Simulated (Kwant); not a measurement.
Kwant, Hückel tight-binding model, one pz orbital an atom, one spin, coherent transport at 0 K. Conductance is in e²/h.

System: π system c1ccc2c(c1)-c1cccc3cccc-2c13 between two chain leads. The π system is taken as planar. Atoms are numbered from 0 in the order of the SMILES. Site energies (eV, carbon 0): [0.0, 0.0, 0.0, 0.0, 0.0, 0.0, 0.0, 0.0, 0.0, 0.0, 0.0, 0.0, 0.0, 0.0, 0.0, 0.0]. Bonds (i, j, β in eV): (0,1,-2.4) (1,2,-2.4) (2,3,-2.4) (3,4,-2.4) (4,5,-2.4) (4,6,-2.4) (6,7,-2.4) (7,8,-2.4) (8,9,-2.4) (9,10,-2.4) (10,11,-2.4) (11,12,-2.4) (12,13,-2.4) (13,14,-2.4) (14,15,-2.4) (5,0,-2.4) (15,6,-2.4) (14,3,-2.4) (15,10,-2.4). Leads: chains of hopping −3.6 eV, joined by −1.2 eV to atoms 0 and 1.

Site energies and bond integrals are typed Hückel values.

Sweep values stay those of the base run.

One input was changed, with this effect: transmission at E = 0 0.027 → < 1e-12.

Q: Which change was it?
(A) contacts moved from atoms [0, 1] to [7, 8]
(B) contacts moved from atoms [0, 1] to [2, 7]
(C) contacts moved from atoms [0, 1] to [7, 9]
(D) contacts moved from atoms [0, 1] to [0, 2]
(E) contacts moved from atoms [0, 1] to [7, 13]
(F) contacts moved from atoms [0, 1] to [0, 9]

A: D, contacts moved from atoms [0, 1] to [0, 2]
